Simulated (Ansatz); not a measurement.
Tunnelling through a barrier is set by its complex band structure: the current falls as exp(−2κd) with the smallest κ.

Input:

```yaml
crystal:
  lattice:
    - [3.07351, 0.00000, 0.00000]
    - [-1.53675, 2.66174, 0.00000]
    - [0.00000, 0.00000, 5.04525]
  atoms:
    - { symbol: Si, position: [0.33333, 0.66667, 0.49960] }
    - { symbol: Si, position: [0.66667, 0.33333, 0.99960] }
    - { symbol: C, position: [0.33333, 0.66667, 0.87540] }
    - { symbol: C, position: [0.66667, 0.33333, 0.37540] }
```

The cell is taken as given.

Transport runs along the normal of the first two printed cell vectors, the (001) plane of the conventional cell.

The gap is the functional's own. No spin-orbit coupling. Mid-gap values are those at the computed energy nearest the middle.

**Question.** Predict the band gap and the smallest decay constant κ at mid-gap from PBEsol run with Ansatz (a program for electronic structure).

**Answer.** Gap 2.12 eV on a 12×12×6 mesh; κ = 0.225 1/Å, at the zone centre.
